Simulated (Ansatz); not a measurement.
Functionals compared on SiH3 on the 1x1 (110) surface of 3C silicon carbide (cut with top plane C + Si), one in a 2x2 cell, started at the site 'over Si at depth 1.5 Å', in Ansatz (plane waves, PAW). The structure was relaxed with PBE; the other rows are single points on it, each with its references at the same level. Cutoff 420 eV (500 eV for r2SCAN).

Host crystal: 3C silicon carbide, with a band gap (PBE, scalar-relativistic without spin-orbit coupling).

Set-up: 52 atoms, 7.7 Å thick at the start under the adsorbate (thin: gaps and levels are the slab's own); mesh 3x3x1; 0.01 eV smearing; dipole correction on; 24 atoms held, the rest relaxed; no symmetry held; spin-polarised, no spin-orbit, no U, no dispersion correction. The slab shows no gap over 0.04 eV on its mesh. The starting moment vanished. At the end it is bonded to C. In PBE it is, or lies within 0.03 eV of, the lowest of the starts that converged. These notes are the PBE run's. RPBE: The program's check for a lower electronic state was not made. r2SCAN: The program's check for a lower electronic state was not made. Adsorption energies are against SiH4(g) − ½ H2(g). A negative adsorption energy means that the adsorbate is more stable on the surface than in its reference.

```
functional  adsorption energy (eV)          rough cost of the single point
----------  ----------------------  --------------------------------------
PBE                          -1.23                                       –
RPBE                         -0.93            very roughly 13 core-minutes
r2SCAN                         ___  about 19 core-minutes (a rough figure)
```

Question: Complete the blanks.

Answer: 
- r2SCAN, adsorption energy (eV): -1.25

Ansatz is an electronic-structure program.
